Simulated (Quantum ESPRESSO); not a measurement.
Quick settings and what they miss: LuInNi4 (F-43m, 6 atoms in the cell)

Self-consistent single point.

```
LuInNi4
1.0
   -3.47096     0.00000     3.47096
    0.00000     3.47096     3.47096
   -3.47096     3.47096     0.00000
Lu In Ni
1 1 4
Direct
  0.50000   0.50000   0.50000
  0.75000   0.75000   0.75000
  0.62728   0.12424   0.12424
  0.12424   0.12424   0.62728
  0.12424   0.62728   0.12424
  0.12424   0.12424   0.12424
```

Level of theory: PBEsol, PSlibrary ultrasoft (PBE) pseudopotentials (plane waves; Quantum ESPRESSO).

Base settings: ecutwfc = 50 Ry; ecutrho = 400 Ry; occupations = smearing; smearing = cold; degauss = 0.0036749 Ry; input_dft = pbesol; K_POINTS = automatic 8 8 8 0 0 0; conv_thr = 1e-10 Ry; mixing_beta = 0.3.

Tight run (finer mesh or higher cutoff; not a proven limit): ecutwfc: 50 Ry → 70 Ry; ecutrho: 400 Ry → 560 Ry; conv_thr: 1e-10 Ry → 7.3e-11 Ry; K_POINTS: automatic 8 8 8 0 0 0 → automatic 11 11 11 0 0 0. It gave Fermi level (on the code's own zero) 14.03 eV; pressure -4.13 GPa; largest force (vector length) 0.030 eV/Å.

Quick runs, as changes from the base:
- A: the base itself
- B: ecutwfc: 50 Ry → 25 Ry; ecutrho: 400 Ry → 200 Ry; smearing: cold → fd; degauss: 0.0036749 Ry → 0.019992 Ry
- C: ecutwfc: 50 Ry → 30 Ry; ecutrho: 400 Ry → 240 Ry; smearing: cold → fd; degauss: 0.0036749 Ry → 0.019992 Ry; input_dft: pbesol → default; conv_thr: 1e-10 Ry → 7.3e-05 Ry; pseudopotentials: {Lu: Lu.pbe-spdn-rrkjus_psl.1.0.0.UPF, In: In.pbe-dn-rrkjus_psl.1.0.0.UPF, Ni: Ni.pbe-n-rrkjus_psl.1.0.0.UPF} → {Lu: Lu.pz-spdn-rrkjus_psl.1.0.0.UPF, In: In.pz-dn-rrkjus_psl.1.0.0.UPF, Ni: Ni.pz-n-rrkjus_psl.1.0.0.UPF}; K_POINTS: automatic 8 8 8 0 0 0 → automatic 6 6 6 1 1 1 [LDA (PZ)]
- D: input_dft: pbesol → default; pseudopotentials: {Lu: Lu.pbe-spdn-rrkjus_psl.1.0.0.UPF, In: In.pbe-dn-rrkjus_psl.1.0.0.UPF, Ni: Ni.pbe-n-rrkjus_psl.1.0.0.UPF} → {Lu: Lu.pz-spdn-rrkjus_psl.1.0.0.UPF, In: In.pz-dn-rrkjus_psl.1.0.0.UPF, Ni: Ni.pz-n-rrkjus_psl.1.0.0.UPF}; K_POINTS: automatic 8 8 8 0 0 0 → automatic 4 4 4 0 0 0 [LDA (PZ)]
- E: ecutwfc: 50 Ry → 30 Ry; ecutrho: 400 Ry → 240 Ry; smearing: cold → gauss; degauss: 0.0036749 Ry → 0.0147 Ry; K_POINTS: automatic 8 8 8 0 0 0 → automatic 1 1 1 0 0 0
- F: ecutwfc: 50 Ry → 30 Ry; ecutrho: 400 Ry → 240 Ry; smearing: cold → gauss; degauss: 0.0036749 Ry → 0.0099958 Ry; K_POINTS: automatic 8 8 8 0 0 0 → automatic 3 3 3 0 0 0

Energies are extrapolated to zero smearing width, which holds to low order in the width alone (under cold and Methfessel-Paxton smearing the free energy itself is taken).

Dashes: energy of C, D, another energy zero; pressure of C, not trusted under this conv_thr with d or f elements; time of E, F, under 30 s.

† marks runs with another functional, U, potentials or spin treatment: their distance from the tight run is not a convergence error alone.

The count of work is k-points × plane waves × bands × iterations; it is no time. Core times come from one kind of shared machine and are given to one figure; runs under 30 s give none.

The starting cell comes from a database of computed structures (which also holds hypothetical and non-ambient phases and stackings), without a prior relaxation at this level. Its lattice was rescaled by a random factor within 2.5 % of one. Spin polarisation is off. In the base run, with a pressure of about -5 GPa the cell is away from its equilibrium volume at this level.

| run | energy less tight (meV/atom) | pressure less tight (GPa) | largest miss in a force vector (eV/Å) | count of work / tight | core time / tight (rough) |
|---|---|---|---|---|---|
| A | 19.9 | -1.17 | 0.001 | 0.25 | 0.4 |
| B | 2438.1 | -162.10 | 0.061 | 0.090 | 0.1 |
| C† | – | – | 0.052 | 0.059 | 0.08 |
| D† | – | -6.48 | 0.021 | 0.068 | 0.2 |
| E | 2496.6 | -39.64 | 0.824 | 0.0047 | – |
| F | 425.8 | -32.79 | 0.112 | 0.017 | – |

Among the runs at the tight run's level, the energy misses run from 19.9 to 2496.6 meV/atom.
